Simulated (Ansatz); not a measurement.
Base system: TiO$_{2}$ in the anatase structure (space group I4_1/amd, No. 141; a = 3.7988 Å, c = 9.7008 Å). Axes: x, y, z lie along a, b, c of the conventional cell.

Structures relaxed with PBE/PAW in Ansatz (a quantum-chemistry and plane-wave program), without spin-orbit coupling.

Base:

Simulated powder pattern, Cu Kα, λ = 1.54184 Å (kinematic, ideal powder, no thermal factors, no anomalous dispersion; the 10 strongest lines at most, above 2 %, up to 2θ = 90°):

```tsv
2θ (°)	I/Imax (%)	hkl
25.18	100	(101)
37.07	21	(004)
38.30	7.2	(112)
47.89	29	(200)
53.00	20	(105)
54.86	19	(211)
62.07	15	(204)
67.63	7.3	(116)
70.06	7.4	(220)
74.19	12	(215)
```

After one change:

Simulated powder pattern, Cu Kα, λ = 1.54184 Å (kinematic, ideal powder, no thermal factors, no anomalous dispersion; the 10 strongest lines at most, above 2 %, up to 2θ = 90°):

| 2θ (°) | I/Imax (%) |
|---|---|
| 25.03 | 100 |
| 37.54 | 20 |
| 38.16 | 7.0 |
| 47.47 | 30 |
| 53.45 | 19 |
| 54.40 | 19 |
| 62.03 | 15 |
| 68.15 | 6.6 |
| 69.39 | 7.6 |
| 74.25 | 12 |

Task: Name the change that was made.
(A) biaxial strain −2.55 %, plane normal [001], relaxed out of plane
(B) biaxial strain +0.84 %, plane normal [001], relaxed out of plane
(C) uniaxial stress, 5 GPa tension along z
(D) biaxial strain +0.67 %, plane normal [001], relaxed out of plane

Result: B, biaxial strain +0.84 %, plane normal [001], relaxed out of plane. Its volume per atom is 11.72 Å³ against 11.67 Å³, and its space group is I4_1/amd (No. 141).

Stability under load was not tested beyond the relaxation. The final runs are not spin-polarised.
